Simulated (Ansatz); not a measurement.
An Ansatz (a first-principles code) input (Kohn–Sham DFT with the PBE functional, run in Ansatz with PAW and 420 eV plane waves, no SOC, earlier PAW set):

Ansatz 0.2 input:
```yaml
crystal:
  lattice:
    - [-3.1070130151, 5.4122252369, 2.7202936021]
    - [3.1070130151, -5.4122252369, 2.7202936021]
    - [3.1070130151, 5.4122252369, -2.7202936021]
  atoms:
    - { symbol: S, position: [0.896403509, 0.8190571132, 0.7154606222] }
    - { symbol: S, position: [0.396403509, 0.6809428868, 0.0773463958] }
    - { symbol: S, position: [0.603596491, 0.3190571132, 0.9226536042] }
    - { symbol: S, position: [0.103596491, 0.1809428868, 0.2845393778] }
    - { symbol: Si, position: [0.75, 0.75, 0] }
    - { symbol: Si, position: [0.25, 0.25, 0] }
basis: { ecutwfc: 420, ecutrho_ratio: 4, xc_grid: 2, fft_grid_basis: typed }
kpoints: { mp_grid: { grid: [8, 8, 8] } }
hamiltonian:
  xc: pbe
  dispersion: none
  pseudopotentials: { azcp: { folder: ./paw }, kind: paw }
scf: { occupations: { method: fermi_dirac, width: 0.05 }, convergence: { dr2_threshold: 0.0000000006 } }
relax: { f_tol: 0.005, max_steps: 50 }
output: { forces: true, stress: true }
checkpoint: { write: state.ck, write_every: 1000 }
```

Question: Which symmetry and how many k-points will the program report, and about how many plane waves at Γ?

Answer: Space group Ibam (ITA 72) with 8 operations, k-points 95 of 512, and 3569 plane waves at Γ.

Question: And the final pressure?

Answer: 1.00 GPa (compression positive).

The cells carry an imposed strain or load. Stability against distortions was not tested. The cell was made from SiS$_{2}$ (space group Ibam, No. 72; made of chains) by this change: isotropic strain −2.71 %. No dispersion term is included, though the crystal is made of layers, chains or molecules, so its spacings can come out too wide.
